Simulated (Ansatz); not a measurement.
The parent structure is LaCoO₃ (space group R-3c, No. 167; ferromagnetic).

```yaml
crystal:
  lattice:
    - [2.70178, 1.55988, 4.31052]
    - [-2.70178, 1.55988, 4.31052]
    - [0.00000, -3.11975, 4.31052]
  atoms:
    - { symbol: La, position: [0.25000, 0.25000, 0.25000] }
    - { symbol: La, position: [0.75000, 0.75000, 0.75000] }
    - { symbol: O, position: [0.19759, 0.30241, 0.75000] }
    - { symbol: O, position: [0.75000, 0.19759, 0.30241] }
    - { symbol: O, position: [0.30241, 0.75000, 0.19759] }
    - { symbol: O, position: [0.80241, 0.69759, 0.25000] }
    - { symbol: O, position: [0.25000, 0.80241, 0.69759] }
    - { symbol: O, position: [0.69759, 0.25000, 0.80241] }
    - { symbol: Co, position: [0.00000, 0.00000, 0.00000] }
    - { symbol: Co, position: [0.50000, 0.50000, 0.50000] }
```

Method: Kohn–Sham DFT with the PBEsol functional, run in Ansatz (an electronic-structure program) with PAW and 420 eV plane waves, no spin-orbit coupling.

One change was made to it. Results:

The shortest interatomic distance drops by 0.003 Å to 1.914 Å; the magnetic state stays ferromagnetic.

Question: What was done to the base?
(A) pressure 0.7 GPa
(B) pressure 3 GPa
(C) pressure 7.5 GPa

Answer: A, pressure 0.7 GPa. For comparison, the shortest interatomic distance in the other runs: pressure 7.5 GPa gives 1.892 Å; pressure 3 GPa gives 1.906 Å.

Load acts through the strain it causes; cell and atoms are relaxed under it. Stability against distortions was not tested. No other phases were tried under pressure. Starting moments died away, wholly or in part, for pressure 7.5 GPa; another magnetic solution may exist. No Hubbard U is applied and the magnetic state is the run's own (LaCoO3 ferromagnetic; LaCoO3 non-magnetic); other magnetic orders, which need larger cells, were not tried and can change the gap.
